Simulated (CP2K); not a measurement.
Band structure of NaCd3 (Fm-3m, 4 atoms in the cell).

```yaml
crystal:
  lattice:
    - [5.00548, 0.00000, 0.00000]
    - [2.50274, 4.33487, 0.00000]
    - [2.50274, 1.44496, 4.08696]
  atoms:
    - { symbol: Na, position: [0.00000, 0.00000, 0.00000] }
    - { symbol: Cd, position: [0.25000, 0.25000, 0.25000] }
    - { symbol: Cd, position: [0.75000, 0.75000, 0.75000] }
    - { symbol: Cd, position: [0.50000, 0.50000, 0.50000] }
```

Method: LDA (Pade form), GPW, DZVP-MOLOPT-SR-GTH basis, GTH-PADE potentials (GTH_POTENTIALS) run with CP2K.

Settings: CUTOFF = 950 Ry; REL_CUTOFF = 60 Ry; SMEAR/METHOD = FERMI_DIRAC; ELECTRONIC_TEMPERATURE = 1160.45 K; KPOINTS/SCHEME = MONKHORST-PACK 8 8 8; GAMMA_CENTERED = T; XC_FUNCTIONAL = PADE; Na/BASIS_SET = DZVP-MOLOPT-SR-GTH-q9; Na/POTENTIAL = GTH-PADE-q9; Cd/BASIS_SET = DZVP-MOLOPT-SR-GTH-q12; Cd/POTENTIAL = GTH-PADE-q12; METHOD = GPW; EPS_DEFAULT = 1e-11; EXTRAPOLATION = USE_GUESS.

The starting cell comes from a database of computed structures (which also holds hypothetical and non-ambient phases and stackings), without a prior relaxation at this level. Values carry the incompleteness of an atom-centred basis.

Levels in eV from the Fermi level, bands 20 to 25:
| point | 20 | 21 | 22 | 23 | 24 | 25 |
|---|---|---|---|---|---|---|
| Γ | -7.73 | 1.18 | 2.06 | 2.06 | 2.06 | 3.11 |
| X | -4.51 | -4.19 | -1.19 | -1.19 | -1.18 | 1.74 |
| W | -3.90 | -3.69 | -3.69 | -2.04 | 3.00 | 3.00 |
| K | -4.26 | -4.10 | -3.23 | -0.68 | 0.41 | 3.66 |
| L | -5.38 | -4.87 | 1.04 | 1.06 | 1.06 | 2.60 |
| U | -4.26 | -4.10 | -3.23 | -0.68 | 0.41 | 3.66 |

Bands cross the Fermi level along this path, so the cell is metallic at this level.

Higher empty bands are left out: an atom-centred basis made for the valence describes them poorly.
